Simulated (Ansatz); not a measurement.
A periodic model of amorphous Si$_{48}$O$_{94}$:

```
O47Si24
1.0
   12.91270    -0.09875    -0.29851
   -0.09875    13.15106     0.18501
   -0.29851     0.18501    12.48233
Si O
48 94
Direct
  0.58365   0.06295   0.22728
  0.13567   0.83622   0.25988
  0.34249   0.30493   0.91313
  0.36221   0.94187   0.01839
  0.45521   0.86755   0.80509
  0.92173   0.14932   0.16719
  0.91056   0.86702   0.02643
  0.50032   0.29229   0.50043
  0.68505   0.37460   0.37948
  0.87967   0.56508   0.69001
  0.69254   0.56562   0.51571
  0.14035   0.86735   0.60248
  0.26941   0.52126   0.86519
  0.76149   0.17862   0.33728
  0.83492   0.95814   0.41463
  0.55339   0.23793   0.83789
  0.39553   0.15737   0.11133
  0.40259   0.65779   0.72648
  0.04036   0.66530   0.97639
  0.33959   0.49446   0.27182
  0.33071   0.60325   0.07536
  0.36862   0.84683   0.58417
  0.24251   0.53643   0.47667
  0.43099   0.78396   0.17933
  0.68971   0.31755   0.93825
  0.01170   0.04795   0.53837
  0.82420   0.67741   0.90512
  0.06337   0.41925   0.41327
  0.46933   0.50046   0.59459
  0.78711   0.94855   0.17923
  0.70405   0.44426   0.14350
  0.32314   0.25253   0.32931
  0.13896   0.84375   0.06363
  0.48711   0.89115   0.37462
  0.88191   0.56764   0.09668
  0.92050   0.24612   0.92498
  0.00650   0.62957   0.30159
  0.87355   0.16927   0.69182
  0.67798   0.79889   0.49175
  0.64662   0.91122   0.68661
  0.03798   0.66991   0.52773
  0.62741   0.13154   0.64547
  0.52620   0.59028   0.16874
  0.06653   0.80747   0.81762
  0.12255   0.34641   0.83102
  0.98148   0.37156   0.63923
  0.84208   0.87224   0.81149
  0.08270   0.19947   0.35044
  0.08559   0.86697   0.92719
  0.92604   0.74205   0.97555
  0.04996   0.14278   0.46233
  0.15231   0.83058   0.72908
  0.87600   0.93500   0.91915
  0.43515   0.89922   0.48955
  0.03934   0.31516   0.35033
  0.95311   0.96599   0.46051
  0.08988   0.33500   0.70285
  0.18309   0.42571   0.46390
  0.10788   0.98633   0.59579
  0.05857   0.79022   0.54360
  0.41394   0.93247   0.90192
  0.56615   0.35449   0.41151
  0.47491   0.37486   0.59338
  0.86864   0.03846   0.14447
  0.32610   0.37360   0.29713
  0.15288   0.61322   0.51931
  0.68345   0.37576   0.24924
  0.20828   0.20663   0.35202
  0.82350   0.90642   0.29828
  0.81448   0.31313   0.92897
  0.51548   0.12071   0.13186
  0.34950   0.52468   0.55083
  0.74942   0.15635   0.66965
  0.51255   0.99984   0.31340
  0.59572   0.83123   0.39546
  0.62250   0.20861   0.95128
  0.72917   0.48077   0.43122
  0.77412   0.88058   0.49398
  0.79561   0.07663   0.40783
  0.64247   0.54989   0.15809
  0.42968   0.25609   0.84044
  0.96364   0.65813   0.41857
  0.39410   0.90765   0.69441
  0.35863   0.18527   0.22999
  0.90321   0.16983   0.82244
  0.91563   0.63160   0.20322
  0.24898   0.85922   0.54512
  0.75831   0.27692   0.41462
  0.64468   0.15435   0.29014
  0.35142   0.42975   0.90036
  0.04346   0.51076   0.32301
  0.85831   0.60736   0.80999
  0.94917   0.83335   0.76217
  0.38839   0.72515   0.61310
  0.03099   0.14669   0.24138
  0.76583   0.77523   0.85253
  0.96693   0.63113   0.62698
  0.48163   0.56294   0.70748
  0.36996   0.25922   0.03487
  0.53475   0.71292   0.18860
  0.25328   0.88368   0.01862
  0.45321   0.57527   0.05854
  0.76677   0.55606   0.62567
  0.39797   0.24129   0.43936
  0.01312   0.88793   0.10016
  0.83847   0.20717   0.23920
  0.56849   0.54605   0.53010
  0.12384   0.71374   0.05707
  0.61252   0.01231   0.61535
  0.34137   0.05990   0.05080
  0.76802   0.93341   0.72605
  0.93856   0.08225   0.63434
  0.78847   0.61388   0.01066
  0.62448   0.34534   0.82216
  0.43991   0.74180   0.81697
  0.92738   0.45316   0.71387
  0.66163   0.39104   0.03442
  0.02351   0.31618   0.90290
  0.26547   0.60043   0.96261
  0.40807   0.82319   0.29859
  0.46299   0.52957   0.26454
  0.06617   0.68210   0.85063
  0.70981   0.68222   0.47083
  0.93964   0.19648   0.04640
  0.82996   0.46138   0.13687
  0.57342   0.20184   0.55074
  0.57848   0.89354   0.79204
  0.63258   0.81054   0.61199
  0.44626   0.88491   0.10291
  0.56490   0.14977   0.75281
  0.29808   0.59525   0.76331
  0.28067   0.51726   0.15511
  0.90313   0.27545   0.63097
  0.98486   0.56022   0.02113
  0.09567   0.71143   0.27120
  0.66787   0.98737   0.17629
  0.15592   0.46624   0.84705
  0.22348   0.27626   0.86859
  0.28524   0.56585   0.35811
  0.80604   0.85711   0.09635
  0.33408   0.71285   0.13472
  0.99289   0.42212   0.51924
```

Methods: PBE, scalar-relativistic without spin-orbit coupling (Ansatz, a program for electronic structure); r2SCAN, scalar-relativistic without spin-orbit coupling (Ansatz). Neutral PBE cell, which sets geometry, pressure and energy: sampling: a 2×2×2 Γ-centred mesh; Fermi-Dirac width 0.02 eV; no spin polarisation. The usual formal charges leave 4 electrons over, so the level spacing at the Fermi energy parts defect or band states and needn't be the band gap.

A CHGNet melt-quench gave the starting glass, which DFT then relaxed. O atoms were pushed apart under 1.9 Å during the dynamics, to hinder bonds among them. The hot cell started wider than the set density and was brought back towards it in steps. It is the lowest in DFT energy of 4 quenches. It is a model cell: composition and starting density were chosen by hand, and all elements were melted together. No dispersion term was used. Its density started from a set value of 2.23 and ended at 2.24 g/cm³. The quench (nominally 290 K/ps over its main leg) was far faster than any real one, so the model tends to hold more defects than a real film. Values belong to this one cell and scatter from quench to quench. Volume and shape were free in the relaxation.

Give the pressure, the energy against reference phases and the spacing of the highest filled and lowest empty levels.


| Item | Value |
|---|---|
| Pressure on a 2×2×2 Γ-centred mesh | 0.02 GPa |
| Largest force and stress component on that mesh (the relaxation ran on the zone centre alone) | 0.03 eV/Å and 0.0 GPa |
| Energy relative to alpha cristobalite + silicon (lowest mix at this level among the phases computed, not always the ambient ones) | 0.123 eV/atom |
| Level spacing at the Fermi energy on a 2×2×2 Γ-centred mesh (PBE) | 1.68 eV |
| Level spacing at the Fermi energy at the zone centre (PBE) | 1.68 eV |
| Level spacing at the Fermi energy at the zone centre (r2SCAN) | 1.98 eV |

At PBE and the zone centre, how localised are the states just below and above the Fermi level (participation number: the atoms over which a state spreads)?

The highest filled state is spread over 3.5 atoms' worth, largest on Si2, with weights by element (charge in smoothed Voronoi cells) Si 0.72, O 0.28. The lowest empty state is spread over 28.7 atoms' worth, largest on Si2, with weights by element (charge in smoothed Voronoi cells) O 0.60, Si 0.40.

At PBE the levels at the filled edge of the gap are localised (band-tail or defect states).

Neighbours within Si-Si 2.60 Å, Si-O 1.96 Å, O-O 1.58 Å count as bonded. Two cations that share two anions don't count as bonded, nor two that share one unless they lie closer than Si-Si 2.38 Å.

Added carriers, by PBE, scalar-relativistic without spin-orbit coupling run with Ansatz on the zone centre alone. Charged cells keep the cell fixed and stand in a uniform background, with no image correction, at a width of 0.01 eV; where the count is odd the moment is locked at 1 μB, unless the neutral cell bore moments. Each starts from the undistorted neutral geometry alone. PBE's self-interaction favours spread-out carriers, so it can miss traps that a hybrid finds.

What happens at PBE when the cell takes an extra electron and the atoms relax?

Relaxation lowers the charged cell by 0.04 eV. The largest moves are Si2 0.24 Å, Si33 0.11 Å, O105 0.09 Å, O135 0.09 Å. The level that holds the added charge spreads over 11.4 atoms' worth, most on Si2 (weight 0.29): a partly localised carrier. No bond crosses its cut-off with a change of over 0.15 Å. Made neutral again at that geometry, the cell lies +0.12 eV from the neutral start.

What happens at PBE when the cell takes a hole and the atoms relax?

Relaxation lowers the charged cell by 1.12 eV. The largest moves are Si2 0.52 Å, O101 0.48 Å, O49 0.32 Å, Si33 0.31 Å. The level that was emptied spreads over 3.8 atoms' worth, most on Si2 (weight 0.48): a localised (trapped) carrier, which neighbours of that atom can share. Bonds broken: Si2-Si33. Made neutral again at that geometry, the cell lies +1.14 eV from the neutral start (a closed shell was imposed there, with levels 0.14 eV apart, so this is an upper bound).

A PBE run started with 1 μB on atoms that lack a bond or may hold spare charge lost its moments; other starts weren't tried.
